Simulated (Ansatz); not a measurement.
Consider TaN in the rock salt structure (space group Fm-3m, No. 225; a = 4.376 Å).

It is then changed as follows: Y takes the place of Ta on all its sites; the structure is relaxed again.

Levels (all Ansatz, a first-principles code, PAW): PBEsol (420 eV, no spin-orbit coupling); r2SCAN (500 eV, scalar-relativistic without spin-orbit coupling); HSE06 (420 eV, scalar-relativistic without spin-orbit coupling).

At the geometry relaxed with PBEsol, these levels gave the following band gaps, in shuffled order: (a) 0.08 eV, (b) 1.05 eV, (c) 0.54 eV.

Task: Match each gap to its level.

Result: (a) PBEsol; (b) HSE06; (c) r2SCAN.

Single points use the geometry relaxed with PBEsol. HSE06 gaps are upper bounds (no full band path). Whether these cells are dynamically stable was not tested. All final runs are without spin polarisation. This is not the structure that TaN has at room temperature and ambient pressure. The zero or small gap of YN can change with the level of theory.
